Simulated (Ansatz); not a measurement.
## One base run on NbHO3 (P1, 20 atoms in the cell) and variants with one or two settings moved

```
CELL_PARAMETERS angstrom
      6.74508     0.00000     0.00000
     -2.29698     6.37770     0.00000
     -2.12323    -3.23655     5.56687
ATOMIC_POSITIONS crystal
  Nb 0.49905 0.48802 0.52019
  Nb 0.01891 0.50563 0.04208
  Nb 0.48220 0.99891 0.01352
  Nb 0.99564 0.02159 0.50610
  H  0.59944 0.70037 0.10707
  H  0.40648 0.29206 0.89393
  H  0.50374 0.90010 0.60192
  H  0.89378 0.60066 0.47985
  O  0.29664 0.49818 0.20220
  O  0.69465 0.50438 0.78980
  O  0.68830 0.87630 0.18208
  O  0.30459 0.11580 0.80649
  O  0.50385 0.81108 0.68855
  O  0.49923 0.21211 0.29014
  O  0.07898 0.79090 0.29153
  O  0.90537 0.19589 0.69650
  O  0.21086 0.71552 0.91180
  O  0.78947 0.28103 0.07777
  O  0.19643 0.28655 0.49018
  O  0.82002 0.70167 0.51097
```

Base run A: PBEsol, default PAW files made with PBE (Ansatz, an electronic-structure program), self-consistent single point.

Its settings: basis.ecutwfc = 420 eV; kpoints.mp_grid.grid = 3 3 3; hamiltonian.xc = pbesol; hamiltonian.pseudopotentials = {kind: paw} (the program's default PAW files); scf.occupations.method = fixed.

The starting cell comes from a database of computed structures (which also holds hypothetical and non-ambient phases and stackings), without a prior relaxation at this level. In the base run, with a pressure of about -8 GPa the cell is away from its equilibrium volume at this level. Ansatz's pressure includes its estimate of the finite-basis (Pulay) stress.

ΔF is the free energy per atom less that of run A. 

| run | change | ΔF (meV/atom) | pressure (GPa) | largest force (eV/Å) | gap on the mesh (eV) |
|---|---|---|---|---|---|
| A | base | 0.00 | -8.23 | 0.731 | 2.607 |
| B | kpoints.mp_grid.shift: default → 0 0 0.5 | -0.03 | -8.23 | 0.730 | 2.632 |
| C | scf.convergence.dr2_threshold: default (1e-07 eV) → 1e-06 eV | 0.00 | -8.23 | 0.731 | 2.607 |
| D | scf.occupations.method: fixed → methfessel_paxton; scf.occupations.width: default → 0.3 eV | 0.00 | -8.23 | 0.731 | 2.607 |
| E | scf.mixing.preconditioner: default (the program chose Resta) → kerker; scf.mixing.q_tf: default → 0.5 | 0.00 | -8.23 | 0.731 | 2.607 |
| F | scf.mixing.algorithm: default (the program chose MSR1) → broyden; scf.mixing.beta: default → 0.02 | 0.00 | -8.23 | 0.731 | 2.607 |
| G | scf.eigensolver.kind: default (the program chose band_cg) → davidson | 0.00 | -8.23 | 0.731 | 2.607 |

Run B against A: The free energy hardly moves (within 1 meV/atom), the pressure stays at -8.23 GPa, the largest force hardly changes (0.731 to 0.730 eV/Å) and the gap on the mesh goes from 2.607 to 2.632 eV.

Run G against A: The free energy is nearly the same (within 1 meV/atom), the pressure stays at -8.23 GPa, the largest force stays at 0.731 eV/Å and the gap on the mesh stays at 2.607 eV.

Keys are those of Ansatz 0.2.
